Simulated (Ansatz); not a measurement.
System: BeS (model structure, started from the rocksalt type, Fm-3m, No. 225, 2 atoms in the cell). Method: LDA in Ansatz (plane waves, PAW).

Numerical settings: plane-wave cutoff 520 eV, 14×14×14 k mesh, Fermi–Dirac smearing 0.01 eV, scalar-relativistic PAW data made under PBE.

Cell (relaxed at this level):

```yaml
crystal:
  lattice:
    - [0.00000, 2.27784, 2.27784]
    - [2.27784, 0.00000, 2.27784]
    - [2.27784, 2.27784, 0.00000]
  atoms:
    - { symbol: S, position: [0.00000, 0.00000, 0.00000] }
    - { symbol: Be, position: [0.50000, 0.50000, 0.50000] }
```

Task: Predict the band gap, smallest direct gap on the k points sampled and Γ–Γ gap.

Result: 
- band gap = 0.98 eV (indirect)
- smallest direct gap on the k points sampled = 4.26 eV
- Γ–Γ gap = 6.12 eV

Note: the relaxation could raise the start's symmetry but not lower it, so the cell can be a saddle point.

Computed values are for the static lattice.

A model structure was made by putting elements into a prototype or built by hand; it is no filed structure, need not be a known phase, and can be a saddle point held by its symmetry.

Ansatz is a first-principles code.
